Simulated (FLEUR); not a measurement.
Band structure of Ga (Cmce, 4 atoms in the cell).

```
Ga
1.0
    2.26000    -3.83000     0.00000
    2.26000     3.83000     0.00000
    0.00000     0.00000     4.53000
Ga
4
Direct
  0.15490   0.84510   0.91900
  0.34510   0.65490   0.41900
  0.65490   0.34510   0.58100
  0.84510   0.15490   0.08100
```

Computed with FLEUR with PBE, all-electron FLAPW (FLEUR), scalar-relativistic valence.

Settings: Kmax = 3.6 1/bohr; GmaxXC = 14.4 1/bohr; xcFunctional = pbe; jspins = 1; l_soc = F; mode = hist; fermiSmearingEnergy = 0.00999582 Htr; mesh (inpgen div1-3) = 4 4 4; inpgen gamma flag = true; Gmax = 14.4 1/bohr; numbands = 0; maxIterBroyd = 99; imix = Anderson; alpha = 0.05.

The starting cell has typed, rounded lattice constants, without a prior relaxation at this level. Values depend on the basis (sphere radii, cutoffs, local orbitals), which need not be converged.

Levels in eV from the Fermi level, bands 23 to 30:
| point | 23 | 24 | 25 | 26 | 27 | 28 | 29 | 30 |
|---|---|---|---|---|---|---|---|---|
| Γ | -3.70 | -1.73 | -1.66 | -0.78 | 0.93 | 0.95 | 1.06 | 5.07 |
| X | -6.58 | -1.05 | -1.02 | -0.27 | -0.11 | 1.01 | 2.00 | 2.79 |
| S | -3.48 | -3.48 | -1.32 | -1.32 | 0.76 | 0.76 | 4.08 | 4.08 |
| R | -6.20 | -6.20 | -1.55 | -1.55 | 0.52 | 0.52 | 7.12 | 7.12 |
| A | -6.05 | -6.05 | -3.61 | -3.61 | 4.11 | 4.11 | 5.10 | 5.10 |
| Z | -0.17 | -0.17 | 0.02 | 0.02 | 0.05 | 0.05 | 2.09 | 2.09 |
| Y | -4.21 | -3.24 | -1.71 | -1.48 | 1.09 | 1.20 | 3.31 | 3.76 |
| X1 | -6.58 | -1.05 | -1.02 | -0.27 | -0.11 | 1.01 | 2.00 | 2.79 |
| A1 | -6.05 | -6.05 | -3.61 | -3.61 | 4.11 | 4.11 | 5.10 | 5.10 |
| T | -5.42 | -5.42 | -1.24 | -1.24 | -0.90 | -0.90 | 6.63 | 6.63 |
